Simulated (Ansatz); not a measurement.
## Habitual settings against a tight run: GaCu₃ (Pm-3m, 4 atoms in the cell)

Self-consistent single point.

```yaml
crystal:
  lattice:
    - [3.65195, 0.00000, 0.00000]
    - [0.00000, 3.65195, 0.00000]
    - [0.00000, 0.00000, 3.65195]
  atoms:
    - { symbol: Ga, position: [0.00000, 0.00000, 0.00000] }
    - { symbol: Cu, position: [0.50000, 0.00000, 0.50000] }
    - { symbol: Cu, position: [0.00000, 0.50000, 0.50000] }
    - { symbol: Cu, position: [0.50000, 0.50000, 0.00000] }
```

Level of theory: PBEsol, harder PAW files (source: ansatz) made with PBE (plane waves; Ansatz, an electronic-structure program).

Base settings: basis.ecutwfc = 75 Ry; kpoints.mp_grid.grid = 9 9 9; hamiltonian.xc = pbesol; hamiltonian.pseudopotentials = {kind: paw, source: ansatz}; scf.occupations.method = methfessel_paxton; scf.occupations.width = 0.0073 Ry.

Tight run (finer mesh or higher cutoff; not a proven limit): basis.ecutwfc: 75 Ry → 105.1 Ry; kpoints.mp_grid.grid: 9 9 9 → 13 13 13; scf.convergence.dr2_threshold: default (1e-07 eV) → 1e-09 eV. It gave Fermi level (on the code's own zero) 17.37 eV; pressure -2.06 GPa.

Quick runs, as changes from the base:
- A: the base itself
- B: basis.ecutwfc: 75 Ry → 37.5 Ry; kpoints.mp_grid.grid: 9 9 9 → 4 4 4
- C: basis.ecutwfc: 75 Ry → 59.9 Ry; kpoints.mp_grid.grid: 9 9 9 → 6 6 6; kpoints.mp_grid.shift: default → 0.5 0.5 0.5
- D: basis.ecutwfc: 75 Ry → 52.6 Ry; kpoints.mp_grid.grid: 9 9 9 → 4 4 4
- E: basis.ecutwfc: 75 Ry → 44.8 Ry; kpoints.mp_grid.grid: 9 9 9 → 3 3 3; scf.occupations.width: 0.0073 Ry → 0.0147 Ry
- F: basis.ecutwfc: 75 Ry → 44.8 Ry; kpoints.mp_grid.grid: 9 9 9 → 6 6 6; hamiltonian.xc: pbesol → lda; scf.occupations.method: methfessel_paxton → cold; scf.occupations.width: 0.0073 Ry → 0.01 Ry; scf.convergence.dr2_threshold: default (1e-07 eV) → 0.0001 eV [LDA (PW92)]

Energies are extrapolated to zero smearing width, which holds to low order in the width alone.

Dashes: energy of F, another energy zero.

† marks runs with another functional, U, potentials or spin treatment: their distance from the tight run is not a convergence error alone.

The count of work is k-points × plane waves × bands × iterations; it is no time. 

Pressures in the table are Ansatz's without its Pulay estimate, at a fixed set of plane waves; the tight run's value above holds the estimate.

The starting cell comes from a database of computed structures (which also holds hypothetical and non-ambient phases and stackings), without a prior relaxation at this level. Its lattice was rescaled by a random factor within 2.5 % of one. Spin polarisation is off.

```
run  energy less tight (meV/atom)  pressure less tight (GPa)  count of work / tight
---  ----------------------------  -------------------------  ---------------------
A                             6.4                      -0.12                   0.21
B                          4326.3                    -364.08                  0.019
C                            19.6                      -1.17                  0.037
D                            84.1                     -10.32                  0.034
E                           547.9                     -65.07                  0.011
F†                              –                     -74.85                  0.044
```

Among the runs at the tight run's level, the energy misses run from 6.4 to 4326.3 meV/atom.

Keys are those of Ansatz 0.2.
